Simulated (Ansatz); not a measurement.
Start from BaTiO₃ in the cubic perovskite structure (space group Pm-3m, No. 221).

```
BaTiO3
1.0
    3.99442     0.00000     0.00000
    0.00000     3.99442     0.00000
    0.00000     0.00000     3.99442
Ba Ti O
1 1 3
Direct
  0.00000   0.00000   0.00000
  0.50000   0.50000   0.50000
  0.00000   0.50000   0.50000
  0.50000   0.50000   0.00000
  0.50000   0.00000   0.50000
```

All numbers come from DFT with r2SCAN, PAW potentials and a 500 eV plane-wave cutoff in Ansatz (a first-principles code), scalar-relativistic without spin-orbit coupling, earlier PAW set.

For the base:

| Property | Result |
|---|---|
| Width of the top valence band | 0.95 eV |
| Pressure | 0.0 kbar |

Now apply this change: the cell is scaled by 1.0595 in all directions, atoms relaxed at fixed cell.

Q: Estimate the effect on the energy relative to the base.

A: The energy increases by 188 meV/atom.

Q: What does the calculation give for the width of the top valence band after the change?

A: The width of the top valence band falls by 0.11 eV to 0.84 eV.

Q: Predict the new pressure.

A: The pressure goes from zero to -212.4 kbar.

The levels and masses belong to the bands next to the band gap. The cells carry an imposed strain or load. Whether these cells are dynamically stable was not tested. All final runs are without spin polarisation. Many cubic perovskites are stable only at high temperature; tilts and polar distortions were not tested. This is not the structure that BaTiO3 has at room temperature and ambient pressure.
